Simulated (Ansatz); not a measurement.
A15 Nb3Sn (cubic form, which distorts at low temperature), treated with PBE (plane waves, PAW; Ansatz, an electronic-structure program).

Numerical settings: plane-wave cutoff 520 eV, 10×10×10 k mesh, Fermi–Dirac smearing 0.05 eV, no spin polarisation, scalar-relativistic PAW data made under PBE.

The volume scan:

```csv
V (Å³/atom),E − E_lowest (meV/atom),P (GPa)
17.683,38.15,11.41
18.059,16.37,7.21
18.435,3.96,3.42
18.812,0.00,0.01
19.188,3.65,-3.07
19.564,14.17,-5.84
19.940,30.87,-8.34
```

**Question.** Estimate the bulk modulus from the pressures at 18.435 and 19.188 Å³/atom, and compare it with a fit to all energies.

**Answer.** B = −V dP/dV. Between V = 18.435 and 19.188 Å³/atom, dP/dV = (-3.07 − (3.42))/(19.188 − 18.435) = -8.62 GPa per Å³/atom; at the midpoint 18.811 Å³/atom this gives B ≈ 162 GPa. The third-order Birch–Murnaghan fit gives V0 = 18.813 Å³/atom, B0 = 162 GPa, B′ = 4.2, which lies within 1 % of that estimate.

Measured, for comparison: bulk modulus 165 GPa (4 K, no zero-point or thermal correction; as tabulated in Lu and Klein (1997), arXiv:cond-mat/9704251); equilibrium volume per atom 18.49 Å³/atom (temperature not stated, no zero-point or thermal correction; as tabulated in Priinits et al. (2024), arXiv:2406.00817). Computed less measured: bulk modulus -1.8 %, equilibrium volume per atom +1.7 %.

Note: symmetry holds this phase in the static calculation, where it need not be a minimum.

Spin–orbit coupling is not included.

The computed numbers hold no vibrational or temperature effects.

It cost around 6 core-minutes (rough) of CPU time.
